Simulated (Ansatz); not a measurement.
Hf, pressure series

Base system: Hf in the hcp (Mg type) structure (space group P6_3/mmc, No. 194; a = 3.1979 Å, c = 5.0473 Å).

Cell and atoms are relaxed at each pressure.

Calculations: plane-wave PAW DFT at the r2SCAN level (Ansatz, an electronic-structure program, 500 eV), no spin-orbit coupling.

```csv
pressure (GPa),volume per atom (Å³/atom)
-2,22.774
0,22.351
0.3,22.291
0.7,22.212
1.5,22.059
3,21.778
5,21.429
7.5,?
10,20.647
```

Fit the third-order Birch–Murnaghan form P(V) = (3B₀/2)[(V₀/V)^(7/3) − (V₀/V)^(5/3)]·[1 + (3/4)(B₀′ − 4)((V₀/V)^(2/3) − 1)] (squares taken in P) to the rows shown and predict the withheld row.

Least squares on the printed values gives V₀ = 22.352 Å³/atom, B₀ = 111 GPa, B₀′ = 3.3; this predicts 21.023 Å³/atom, and the run gives 21.023 Å³/atom, in agreement.

Load acts through the strain it causes; cell and atoms are relaxed under it. Stability against distortions was not tested. No other phases were tried under pressure. The final runs are not spin-polarised.
